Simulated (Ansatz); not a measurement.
Ta2O5 (within 0.1 Å of Cmmm, No. 65, 7 atoms in the cell; start mp-1238961), treated with r²SCAN (Ansatz, a quantum-chemistry and plane-wave program, plane waves, PAW).

Input file:

Ansatz 0.2 input:
```yaml
crystal:
  lattice:
    - [3.8393506687, 0.0, -0.02955224]
    - [0.0, 3.8599771886, 0.0]
    - [-1.8681916429, 0.0, 6.51876283]
  atoms:
    - { symbol: Ta, position: [0.6461161121, 0.0, 0.7921446296] }
    - { symbol: Ta, position: [0.3538838879, 0.0, 0.2078553704] }
    - { symbol: O, position: [0.6496712724, 0.5, 0.7989406074] }
    - { symbol: O, position: [0.3503287276, 0.5, 0.2010593926] }
    - { symbol: O, position: [0.1852198252, 0.0, 0.8703151523] }
    - { symbol: O, position: [0.8147801748, 0.0, 0.1296848477] }
    - { symbol: O, position: [0.5, 0.0, 0.5] }
basis:
  ecutwfc: 560
  ecutrho_ratio: 4
  xc_grid: 3
kpoints:
  mp_grid: { grid: [10, 10, 6] }
  band_path:
    path:
      - [0.0, 0.0, 0.0]
      - [0.0, 0.0625, 0.0]
      - [0.0, 0.125, 0.0]
      - [0.0, 0.1875, 0.0]
      - [0.0, 0.25, 0.0]
      - [0.0, 0.3125, 0.0]
      - [0.0, 0.375, 0.0]
      - [0.0, 0.4375, 0.0]
      - [0.0, 0.5, 0.0]
      - [0.0, 0.5, 0.125]
      - [0.0, 0.5, 0.25]
      - [0.0, 0.5, 0.375]
      - [0.0, 0.5, 0.5]
      - [0.0, 0.4375, 0.5]
      - [0.0, 0.375, 0.5]
      - [0.0, 0.3125, 0.5]
      - [0.0, 0.25, 0.5]
      - [0.0, 0.1875, 0.5]
      - [0.0, 0.125, 0.5]
      - [0.0, 0.0625, 0.5]
      - [0.0, 0.0, 0.5]
      - [0.0, 0.0, 0.375]
      - [0.0, 0.0, 0.25]
      - [0.0, 0.0, 0.125]
      - [-0.0625, 0.0, 0.0625]
      - [-0.125, 0.0, 0.125]
      - [-0.1875, 0.0, 0.1875]
      - [-0.25, 0.0, 0.25]
      - [-0.3125, 0.0, 0.3125]
      - [-0.375, 0.0, 0.375]
      - [-0.4375, 0.0, 0.4375]
      - [-0.5, 0.0, 0.5]
      - [-0.5, 0.0625, 0.5]
      - [-0.5, 0.125, 0.5]
      - [-0.5, 0.1875, 0.5]
      - [-0.5, 0.25, 0.5]
      - [-0.5, 0.3125, 0.5]
      - [-0.5, 0.375, 0.5]
      - [-0.5, 0.4375, 0.5]
      - [-0.5, 0.5, 0.5]
      - [-0.4375, 0.5, 0.4375]
      - [-0.375, 0.5, 0.375]
      - [-0.3125, 0.5, 0.3125]
      - [-0.25, 0.5, 0.25]
      - [-0.1875, 0.5, 0.1875]
      - [-0.125, 0.5, 0.125]
      - [-0.0625, 0.5, 0.0625]
      - [-0.0625, 0.5, 0.0]
      - [-0.125, 0.5, 0.0]
      - [-0.1875, 0.5, 0.0]
      - [-0.25, 0.5, 0.0]
      - [-0.3125, 0.5, 0.0]
      - [-0.375, 0.5, 0.0]
      - [-0.4375, 0.5, 0.0]
      - [-0.5, 0.5, 0.0]
      - [-0.5, 0.4375, 0.0]
      - [-0.5, 0.375, 0.0]
      - [-0.5, 0.3125, 0.0]
      - [-0.5, 0.25, 0.0]
      - [-0.5, 0.1875, 0.0]
      - [-0.5, 0.125, 0.0]
      - [-0.5, 0.0625, 0.0]
      - [-0.5, 0.0, 0.0]
      - [-0.4375, 0.0, 0.0]
      - [-0.375, 0.0, 0.0]
      - [-0.3125, 0.0, 0.0]
      - [-0.25, 0.0, 0.0]
      - [-0.1875, 0.0, 0.0]
      - [-0.125, 0.0, 0.0]
      - [-0.0625, 0.0, 0.0]
    npoints: 1
hamiltonian:
  xc: r2scan
  dispersion: none
  pseudopotentials: { kind: paw }
scf:
  occupations: { method: fermi_dirac, width: 0.01 }
  convergence: { dr2_threshold: 0.0000000007 }
output:
  forces: true
  stress: true
  eigenvalues: true
  write_bands: true
```

Question: How many irreducible k-points, plane waves at Γ does the program set up, and what pressure does the run end with?

Answer: 192 irreducible k-points, 2913 plane waves at Γ; P = 0.18 GPa, so the cell is compressed on average and its volume would grow at this level.

The run printed, among other lines:

```
Crystal: 7 atoms, lattice volume = 96.394 Å³
Basis set: ecut = 560 eV, 2913 PW (Γ), exchange–correlation on 90×90×162 points (27 copies of the dense FFT grid, shifted against one another)
Bands: 35, of which v1, the nominal top of the filled ones, is band 28 counted from 1 (27 counted from 0)
Symmetry: 4 space group operations
Space group: P2/m (ITA 10), of the structure as read, at distance tolerance 4.6e-5 Å
k-points: 192 of 600
Functional: x = r2scan, c = r2scan; τ floored in thin density (d = 2e-4 eV/Å³)
SCF iter   1: F=—  HF=-22740.017592 eV  |F-HF|=—  |Δ(HF+E_count)|=         —  Δρ=1.07e-2  dr2=1.23e-1  dr2_τ=4.63e-1
SCF iter   2: F=—  HF=-22740.094784 eV  |F-HF|=—  |Δ(HF+E_count)|=   7.72e-2  Δρ=5.51e-3  dr2=1.23e-2  dr2_τ=6.37e-3
  ...
SCF iter  10: F=—  HF=-22740.095351 eV  |F-HF|=—  |Δ(HF+E_count)|=   1.59e-8  Δρ=7.08e-7  dr2=8.54e-10  dr2_τ=2.51e-11
SCF iter  11: F=-22740.095351 eV  HF=-22740.095351 eV  |F-HF|=3.64e-12  |Δ(HF+E_count)|=   1.79e-9  Δρ=1.19e-7  dr2=2.00e-11  dr2_τ=1.82e-12
SCF 1 converged in 11 iterations: F = -22740.095351 eV  dr2 = 2.00e-11
SCF converged after 11 iterations
Free energy (F): -22740.095351 eV
Internal energy: -22740.095351 eV  (E = F + TS)
E sigma→0 (E₀):  -22740.095351 eV
Fermi energy:    8.081570 eV
--- Forces (eV/Å), atoms counted from 1 ---
  atom   1  Ta    -0.00104384     0.00000000    -0.12992759
  atom   2  Ta     0.00104384     0.00000000     0.12992759
  atom   3  O     -0.00035183     0.00000000     0.00861781
  atom   4  O      0.00035183     0.00000000    -0.00861781
  atom   5  O     -0.00000001     0.00000000    -0.00727422
  atom   6  O      0.00000001     0.00000000     0.00727422
  atom   7  O      0.00000000     0.00000000     0.00000000
--- Stress (GPa, compression-positive) ---
        0.468318       0.000000      -0.000784
        0.000000      -0.327629       0.000000
       -0.000779       0.000000       0.407851
  P = ⅓ Tr σ = 0.1828 GPa (1.828 kbar)
```

The PAW data were made under PBE.

Note: cell and atoms aren't relaxed at this level (largest force component 0.13 eV/Å).

A start named mp-… is a Materials Project structure, which need not be a measured phase.
